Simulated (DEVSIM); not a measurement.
Device: Schottky contact on n-type β-Ga2O3, at 300 K.

Layer 1 from the left is β-Ga2O3, thickness (μm) 10.0, Nd (cm⁻³) 1.9e16, τn (s) 1.4e-9, τp (s) 1.4e-9.

Left contact: Schottky, work function 4.86 eV, emission velocity 4.3e6 cm/s. Right contact: ohmic. Voltage is applied to the left contact. Recombination: SRH at mid-gap. Mobility is μmin + (μ − μmin)/(1 + (N/Nref)^α).

This is a model device: material constants are rounded textbook-type values typed into the input, and sizes, dopings and lifetimes were drawn at random. Values at 300 K.

β-Ga2O3: gap (eV) 4.8, affinity (eV) 4, permittivity 10, Nc (cm⁻³) 3.7e18, Nv (cm⁻³) 5e20, μn (cm²/Vs) 160, μp (cm²/Vs) 1, μn,min 20, μp,min 0.1, Nref,n 1e18, Nref,p 1e18, αn 0.8, αp 0.8.

DEVSIM, 1D drift-diffusion, Boltzmann statistics, complete ionisation; no tunnelling, impact ionisation, image-force lowering or self-heating. Metal contacts follow the ideal Schottky-Mott rule: no Fermi-level pinning, no interface dipoles.

Dark forward current:

```csv
|V| (V),|J| (A/cm²)
0.05,3.775e-8
0.10,2.951e-7
0.15,2.049e-6
0.20,1.398e-5
0.25,9.496e-5
0.30,0.0006425
0.35,0.004327
0.40,0.02891
0.45,0.1893
0.50,1.146
0.55,5.288
0.60,15.22
0.65,29.92
0.70,47.38
0.75,66.41
0.80,86.41
0.85,107.0
0.90,128.1
0.95,149.6
1.00,171.2
1.05,193.1
1.10,215.2
1.15,237.3
1.20,259.6
1.25,282.0
1.30,304.5
```

Problem. Work out the local ideality factor n = ΔV / (kT/q · ln(J2/J1)) between the rows 0.15 and 0.20 V, 1.25 and 1.30 V.

Solution. kT/q = 25.85 mV. From 0.15 to 0.20 V: ln(1.398e-5/2.049e-6) = 1.920, n = 1.01, near the 1 of diffusion or emission over a barrier. From 1.25 to 1.30 V: ln(304.5/282.0) = 0.077, n = 25.20; the layers' resistance at their doping, Σ W/(qμN) = 0.0021 Ω cm², would take 48 mV of this step of 50 mV.

Problem. Estimate the current at 0.30 V for emission alone, J0 = q v N_band exp(−φB/kT), and read the barrier back from the simulated current.

Solution. φB = 0.860 eV, N_band = 3.70e18 cm⁻³, J0 = 9.08e-9 A/cm²; J = J0 (exp(qV/kT) − 1) = 0.000996 A/cm². The simulation gives 0.000642 A/cm²; the estimate lies 55 % above. Read backwards, the simulated current gives an apparent barrier of 0.871 eV. The estimate leaves out transport through the depletion region and minority injection.
